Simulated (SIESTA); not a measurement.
# How far to go with the SCF threshold: HgTe (C2, 6 atoms in the cell)

```
HgTe
1.0
    4.67872     0.00000     0.00000
   -2.33936     4.05189     0.00000
    0.00000     0.00000    10.47531
Hg Te
3 3
Direct
  0.31614   0.31614   0.00000
  0.69455   0.00000   0.33333
  0.00000   0.68386   0.66667
  0.48557   0.48557   0.50000
  0.51443   0.00000   0.83333
  0.00000   0.51443   0.16667
```

Level of theory: LDA PW92, numerical atomic orbitals DZP, PseudoDojo LDA standard norm-conserving potentials (rewritten from UPF to PSML) run with SIESTA.

Base settings: XC.functional = LDA; XC.authors = PW92; potentials = PseudoDojo LDA standard; PAO.BasisSize = DZP; PAO.EnergyShift = 0.01 Ry; MeshCutoff = 300 Ry; kgrid.MonkhorstPack = 4 4 1; OccupationFunction = FD; ElectronicTemperature = 232.09 K; MaxSCFIterations = 150.

In this ladder: SCF.DM.Tolerance = default; SCF.DM.Converge = false; SCF.H.Converge = false; SCF.FreeE.Converge = true.

The mesh stays at the base's, so the ladder's end is converged at best in this setting alone.

Only quantities that move along the ladder and can be compared are tabulated; the gap is left out on so coarse a mesh.

The starting cell comes from a database of computed structures (which also holds hypothetical and non-ambient phases and stackings), without a prior relaxation at this level. Its lattice was rescaled by up to half a per cent. One atom was moved a little off its site on purpose. Values carry the incompleteness of an atom-centred basis. In the base run, with a pressure of about -7 GPa the cell is away from its equilibrium volume at this level.

| SCF.FreeE.Tolerance | pressure (GPa) |
|---|---|
| 1.0E-01 eV | -7.29 |
| 1.0E-02 eV | -7.24 |
| 1.0E-03 eV | -7.24 |
| 1.0E-04 eV | -7.21 |
| 1.0E-05 eV | -7.21 |
| 1.0E-06 eV | -7.21 |
| 1.0E-07 eV | -7.21 |
| 1.0E-08 eV | -7.21 |
| 1.0E-10 eV | -7.21 |
| 1.0E-12 eV | -7.21 |

Coarsest SCF.FreeE.Tolerance that holds the pressure within 0.05 GPa of the last step, with all finer ones: 1.0E-02 eV; the step before is off by 0.08 GPa.
